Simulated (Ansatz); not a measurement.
Work function of faces of bcc V in PBE and in r2SCAN, in Ansatz (plane waves, PAW). Symmetric slabs relaxed with PBE from ideal cuts in 1x1 cells (the lowest computed cut and spin start of each face; real faces may reconstruct in larger cells); r2SCAN values are single points on them, with the bulk at the same level. No spin-orbit coupling, no U.

```json
[
 {"face": "(100)", "PBE (eV)": "3.75", "r2SCAN (eV)": "3.73"},
 {"face": "(110)", "PBE (eV)": "4.73", "r2SCAN (eV)": "4.84"},
 {"face": "(111)", "PBE (eV)": "3.82", "r2SCAN (eV)": "3.83"},
 {"face": "(210)", "PBE (eV)": "4.07", "r2SCAN (eV)": "?"},
 {"face": "(211)", "PBE (eV)": "3.91", "r2SCAN (eV)": "3.92"},
 {"face": "(221)", "PBE (eV)": "4.04", "r2SCAN (eV)": "4.08"},
 {"face": "(310)", "PBE (eV)": "3.81", "r2SCAN (eV)": "3.82"},
 {"face": "(311)", "PBE (eV)": "3.82", "r2SCAN (eV)": "3.84"},
 {"face": "(320)", "PBE (eV)": "4.32", "r2SCAN (eV)": "4.40"}
]
```

### Question
Fit a straight line y = a·x + b by least squares to the 8 complete rows (x: PBE (eV); y: r2SCAN (eV)).

### Answer
the means are x̄ = 4.0250 and ȳ = 4.0575; Σ(x − x̄)² = 0.80340 and Σ(x − x̄)(y − ȳ) = 0.90120, so a = 1.122 and b = ȳ − a·x̄ = -0.457. The largest residual is 0.019.

### Question
What does the line predict for the withheld row, (210), and what did the calculation give?

### Answer
the line gives 4.11; the calculation gave 4.12, a miss of 0.01, of the size of the fitted rows' scatter and rounding.

Ansatz is an electronic-structure program.
